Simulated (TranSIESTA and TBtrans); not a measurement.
Run with TranSIESTA and TBtrans (open boundaries, self-consistent; PseudoDojo norm-conserving potentials, scalar-relativistic): PAO.BasisSize DZP, PAO.EnergyShift 0.15 eV, XC.Authors PW92, Mesh.Cutoff 200 Ry, ElectronicTemperature 300 K, TS.Voltage 0.0 eV, TBT.Elecs.Eta 0.001 eV, no spin polarisation.

Junction: Si chain with one bond stretched by 1.0 Å. Leads: straight Si chain, spacing 2.25 Å. Geometry: as built, not relaxed.

Question: Predict: conductance at 300 K (G0 = 2e²/h); mean T from −0.5 to 0.5 eV.

Answer: conductance at 300 K (G0 = 2e²/h): 1.05; mean T from −0.5 to 0.5 eV: 0.94. The straight chain is held at its spacing; free chains may zigzag or dimerise. No spin-polarised start was tried, so a magnetic state, if there is one, is missed.
